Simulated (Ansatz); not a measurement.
## GaAs, response to strain

The reference is GaAs in the zinc blende structure (space group F-43m, No. 216; a = 5.659 Å).

Strains are applied to the cell and any free atomic positions relax.

The values are results of DFT with PBEsol, PAW potentials and a 420 eV plane-wave cutoff in Ansatz (an electronic-structure program), no spin-orbit coupling, not measurements.

Candidates:
(a) isotropic strain +0.50 %
(b) isotropic strain +2.00 %
(c) isotropic strain −0.50 %

For the base:

```
Quantity    Value
--------  -------
Band gap  0.42 eV
```

### Question
Order them by band gap, highest first.

### Answer
(c) isotropic strain −0.50 % (0.53 eV), (a) isotropic strain +0.50 % (0.31 eV), (b) isotropic strain +2.00 % (zero)

The mesh was chosen for an insulator and is coarse for the gapless case. Whether these cells are dynamically stable was not tested. The final runs are not spin-polarised. A zero or small gap of GaAs under isotropic strain +2.00 % can be the functional's error rather than a property of the material.
